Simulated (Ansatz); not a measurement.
Start from WSe2 in the 2H-MoS2 type structure (space group P6_3/mmc, No. 194; a = 3.2999 Å, c = 13.1513 Å; layered, stacked along the Cartesian z axis). Axes: x lies along a and z along c of the hexagonal cell.

Level of theory: Ansatz (an electronic-structure program), r2SCAN+rVV10, PAW, cutoff 500 eV, without spin-orbit coupling.

Modification: an isotropic linear strain of +1.90 %, atoms relaxed at fixed cell.

Problem. Predict the stress tensor and what it implies for the stiffness.

Solution. Stress of the strained cell less that of the base (GPa, compression positive):
```
  -4.38    0.00    0.00
   0.00   -4.38    0.00
   0.00    0.00   -0.97
```

Then B = −ΔP/(ΔV/V₀) with ΔV/V₀ = 0.0581 gives secant stiffness values (nonlinear terms included at this strain): B (at held cell shape, above the free-shape value) ≈ 56 GPa.

As a check, the harmonic strain energy −½ V₀ Δσ:ε is 12 meV/atom; the computed energy rise is 13 meV/atom.

Whether these cells are dynamically stable was not tested.
